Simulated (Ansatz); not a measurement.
Pressure series in In2Ge2O7

The reference is In2Ge2O7 (space group C2/m, No. 12).

```xyz
11
Lattice="3.3272 -4.4339 0.0000 3.3272 4.4339 0.0000 -1.0388 0.0000 4.8504" Properties=species:S:1:pos:R:3 pbc="T T T"
In     3.3272     1.7111     0.0000
In     3.3272    -1.7111     0.0000
Ge     4.4609     0.0000     2.8824
Ge     1.1548     0.0000     1.9680
O      1.3807    -1.4784     1.0275
O      4.2349     1.4784     3.8229
O      4.2349    -1.4784     3.8229
O      1.3807     1.4784     1.0275
O     -0.5194     0.0000     2.4252
O      1.9940     0.0000     3.5244
O      3.6216     0.0000     1.3260
```

Cell and atoms are relaxed at each pressure.

The values are results of DFT with PBEsol, PAW potentials and a 420 eV plane-wave cutoff in Ansatz (a quantum-chemistry and plane-wave program), no spin-orbit coupling, not measurements.

Notes on the quantities. enthalpy: H = E + PV relative to the base's energy.

```
case              band gap       enthalpy  volume per atom  width of the top valence band
----------------  --------  -------------  ---------------  -----------------------------
base               1.99 eV              –         13.01 Å³                        0.25 eV
pressure −2 GPa    1.87 eV  -0.16 eV/atom         13.20 Å³                        0.26 eV
pressure 0.7 GPa   2.04 eV  +0.06 eV/atom         12.94 Å³                        0.25 eV
pressure 1.5 GPa   2.08 eV  +0.12 eV/atom         12.87 Å³                        0.25 eV
pressure 3 GPa     2.16 eV  +0.24 eV/atom         12.74 Å³                        0.24 eV
pressure 5 GPa           ?  +0.40 eV/atom                ?                        0.24 eV
pressure 7.5 GPa   2.35 eV  +0.59 eV/atom         12.34 Å³                        0.26 eV
pressure 10 GPa    2.41 eV  +0.78 eV/atom         12.13 Å³                        0.28 eV
```

**Question.** What belongs in the blanks?

**Answer.** 
- pressure 5 GPa, band gap: 2.26 eV
- pressure 5 GPa, volume per atom: 12.56 Å³

Load acts through the strain it causes; cell and atoms are relaxed under it. No phonon test of stability was made. Competing high-pressure phases were not computed.
